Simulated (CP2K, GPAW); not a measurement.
A GPAW input for a self-consistent single point of NbC (Fm-3m, 2 atoms in the cell) (DFT PBE, plane waves, GPAW PAW datasets PBE (gpaw-data 1.0.1)):

```python
from ase import Atoms
from ase.units import GPa
from gpaw import GPAW, PW

atoms = Atoms(['Nb', 'C'],
              cell=[[0.000000, 2.226320, 2.226320],
                    [2.226320, 0.000000, 2.226320],
                    [2.226320, 2.226320, 0.000000]],
              positions=[[0.000000, 0.000000, 0.000000],
                         [2.226320, 2.226320, 2.226320]],
              pbc=True)

calc = GPAW(mode=PW(950),
            xc='PBE',
            kpts={'size': (10, 10, 10), 'gamma': True},
            occupations={'name': 'methfessel-paxton', 'width': 0.1, 'order': 0},
            nbands=-8,
            convergence={'density': 1e-05},
            symmetry={'symmorphic': False, 'tolerance': 0.0005},
            maxiter=120)

atoms.calc = calc

energy = atoms.get_potential_energy()
print('Energy (eV):', round(energy, 6))
forces = atoms.get_forces()
print('Forces (eV/Ang):')
print(forces.round(5))
stress = atoms.get_stress()
print('Stress (GPa, Voigt):', (stress / GPa).round(4))
```

### Question
Translate this input to CP2K.

### Answer
One input that does it (others would too):

```
&GLOBAL
  PROJECT calc
  RUN_TYPE ENERGY_FORCE
  PRINT_LEVEL MEDIUM
&END GLOBAL
&FORCE_EVAL
  METHOD Quickstep
  STRESS_TENSOR ANALYTICAL
  &DFT
    BASIS_SET_FILE_NAME BASIS_MOLOPT_UZH
    POTENTIAL_FILE_NAME POTENTIAL_UZH
    &QS
      METHOD GPW
      EPS_DEFAULT 1E-10
    &END QS
    &MGRID
      CUTOFF 500
      REL_CUTOFF 60
      NGRIDS 5
    &END MGRID
    &SCF
      SCF_GUESS ATOMIC
      EPS_SCF 1E-6
      MAX_SCF 100
      ADDED_MOS 4
      &DIAGONALIZATION
        ALGORITHM STANDARD
      &END DIAGONALIZATION
      &MIXING
        METHOD BROYDEN_MIXING
        ALPHA 0.3
        NBUFFER 12
        BETA 1.5
      &END MIXING
      &SMEAR ON
        METHOD GAUSSIAN
        SIGMA [eV] 0.1
      &END SMEAR
    &END SCF
    &KPOINTS
      SCHEME MONKHORST-PACK 10 10 10
      GAMMA_CENTERED T
    &END KPOINTS
    &XC
      &XC_FUNCTIONAL PBE
      &END XC_FUNCTIONAL
    &END XC
    &PRINT
      &MO
        EIGENVALUES T
        OCCUPATION_NUMBERS T
        NDIGITS 8
        FILENAME mo
        &EACH
          QS_SCF 0
        &END EACH
        ADD_LAST NUMERIC
      &END MO
      &MULLIKEN ON
      &END MULLIKEN
    &END PRINT
  &END DFT
  &SUBSYS
    &CELL
      A 3.14849200 0.00000000 0.00000000
      B 1.57424600 2.72667400 0.00000000
      C 1.57424600 0.90889100 2.57073300
      PERIODIC XYZ
    &END CELL
    &COORD
      SCALED
      Nb       0.00000000     0.00000000     0.00000000
      C        0.50000000     0.50000000     0.50000000
    &END COORD
    &KIND Nb
      BASIS_SET DZVP-MOLOPT-PBE-GTH-q13
      POTENTIAL GTH-PBE-q13
    &END KIND
    &KIND C
      BASIS_SET DZVP-MOLOPT-PBE-GTH-q4
      POTENTIAL GTH-PBE-q4
    &END KIND
  &END SUBSYS
  &PRINT
    &FORCES ON
    &END FORCES
    &STRESS_TENSOR ON
    &END STRESS_TENSOR
  &END PRINT
&END FORCE_EVAL
```

Basis settings and potentials, where a program has them, do not carry over. This input uses DFT PBE, GPW, DZVP-MOLOPT-PBE-GTH basis, GTH-PBE potentials (POTENTIAL_UZH).

The starting cell comes from a database of computed structures (which also holds hypothetical and non-ambient phases and stackings), without a prior relaxation at this level. Its lattice was rescaled by a random factor within 2.5 % of one.
